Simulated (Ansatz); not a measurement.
The starting structures come from a database of crystals and need not be the phases stable at ambient conditions.

Tunnelling through a barrier is set by its complex band structure: the current falls as exp(−2κd) with the smallest κ.

Data:

```
CELL_PARAMETERS angstrom
      5.83140     0.00000     0.00000
     -2.78791     6.76585     0.00000
      1.01376     2.64119     6.76104
ATOMIC_POSITIONS crystal
  V  0.57812 0.30740 0.62104
  V  0.26482 0.60666 0.92481
  Bi 0.01174 0.98938 0.01884
  Bi 0.83322 0.92341 0.52384
  Pb 0.23876 0.64341 0.38455
  Pb 0.60831 0.26680 0.15766
  O  0.68009 0.93425 0.26996
  O  0.05372 0.67373 0.05816
  O  0.08080 0.33637 0.97173
  O  0.37674 0.75432 0.66752
  O  0.16475 0.97612 0.27342
  O  0.47283 0.15138 0.87569
  O  0.31422 0.27615 0.53420
  O  0.52139 0.64518 0.02187
  O  0.77688 0.23759 0.47771
  O  0.76891 0.57504 0.58149
```

Space group of this cell: P1. The cell is taken as given; by PBEsol its mean pressure is -6.1 GPa.

Transport runs along the normal of the first two printed cell vectors.

The gap is the functional's own. No spin-orbit coupling. Mid-gap values are interpolated on the energy grid.

**Question.** Give the band gap and the smallest decay constant κ at mid-gap that Ansatz (a quantum-chemistry and plane-wave program) with PBEsol yields.

**Answer.** Gap 2.73 eV on a 6×6×6 mesh; κ = 0.375 1/Å, at (0.000, 0.333) of the in-plane reciprocal vectors. At the zone centre, at the nearest computed energy, the slowest state has κ = 0.46 1/Å.
